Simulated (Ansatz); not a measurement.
WC under a change: pressure 18 GPa

Consider WC (space group P-6m2, No. 187; a = 2.922 Å, c = 2.847 Å).

Perturbation: cell and atoms relaxed at a pressure of 18 GPa.

The values are results of DFT with PBE, PAW potentials and a 420 eV plane-wave cutoff in Ansatz (a program for electronic structure), no SOC, not measurements. Settings: 18×18×16 k-points, 0.05 eV Fermi–Dirac smearing.

The volume per atom falls by 0.44 Å³ (10.52 Å³ → 10.08 Å³) and the c/a ratio increases by 0.004 to 0.978. The shortest interatomic distance decreases by 0.0307 Å, from 2.207 Å to 2.177 Å and the enthalpy H = E + PV relative to the base's energy comes out as +1.16 eV/atom. The band gap stays zero.

Final structure:

```xyz
2
Lattice="2.8768 0.0000 0.0000 -1.4384 2.4914 0.0000 0.0000 0.0000 2.8135" Properties=species:S:1:pos:R:3 pbc="T T T"
W      0.0000     0.0000     0.0000
C      1.4384     0.8305     1.4067
```

Load acts through the strain it causes; cell and atoms are relaxed under it. Stability against distortions was not tested. No other phases were tried under pressure. All final runs are without spin polarisation.
